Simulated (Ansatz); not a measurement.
Start from Ge in the diamond structure (space group Fd-3m, No. 227).

```cif
data_Ge2
_chemical_formula_sum 'Ge2'
_space_group_name_H-M_alt 'P 1'
_space_group_IT_number 1
_cell_length_a 4.01365
_cell_length_b 4.01365
_cell_length_c 4.01365
_cell_angle_alpha 60.000
_cell_angle_beta 60.000
_cell_angle_gamma 60.000
loop_
_space_group_symop_operation_xyz
  'x, y, z'
loop_
_atom_site_label
_atom_site_type_symbol
_atom_site_fract_x
_atom_site_fract_y
_atom_site_fract_z
_atom_site_occupancy
Ge1 Ge 0.00000 0.00000 0.00000 1
Ge2 Ge 0.25000 0.25000 0.25000 1
```

Level of theory: PBEsol in Ansatz (plane waves to 420 eV, PAW, without spin-orbit coupling).

Base values:

```
Quantity         Value
-------------  -------
Band gap          zero
Pressure       0.0 GPa
Gap character   absent
```

It is then changed as follows: an isotropic linear strain of −2.00 %; the atoms relax in the strained cell.

### Question
What does the calculation give for the band gap after the change?

### Answer
The band gap becomes 0.28 eV (base: zero).

### Question
How does this affect the pressure?

### Answer
The pressure goes from zero to 4.7 GPa.

### Question
What happens to the gap character?

### Answer
The gap character changes from absent to indirect, Γ → L.

### Question
Estimate the effect on the electron mass.

### Answer
The electron mass is 1.7 mₑ along k, 0.076 mₑ across (at L).

Effective masses come from finite differences of ±0.01 Å⁻¹. Along k means along the line from Γ to the band edge. Stability against distortions was not tested. The zero or small gap of Ge can change with the level of theory.

Ansatz is a quantum-chemistry and plane-wave program.
